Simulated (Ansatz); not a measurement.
Consider HgI2 (space group P6_3/mmc, No. 194; a = 4.1550 Å, c = 14.3911 Å; a hypothetical phase, not in the database extracts checked).

Computed with r2SCAN+rVV10 (Ansatz, a quantum-chemistry and plane-wave program), no SOC, earlier PAW set.

Before the change:

The gap between the host's bands is 0.66 eV.

Modification: electron doping at 3.0×10^21 cm⁻³ (0.645 per cell), with a uniform compensating background at fixed cell and a 300 K Fermi–Dirac width.

Problem. What happens to the gap between the host's bands?

Solution. The gap between the host's bands falls by 0.20 eV, from 0.66 eV to 0.46 eV.

Problem. Predict the new Fermi level from band edge.

Solution. The Fermi level relative to the doped band's edge (positive inside the band; to 0.05 eV) amounts to +0.70 eV.

Problem. Predict the new largest internal atomic displacement.

Solution. The largest internal atomic displacement amounts to 0.069 Å.

Carriers are added with a uniform compensating background; total energy and stress of such cells depend on the potential's zero and are not compared; many-body gap narrowing is missing at this level. Spin-orbit coupling, missing from the scalar runs, can matter with Hg and I. Whether these cells are dynamically stable was not tested.
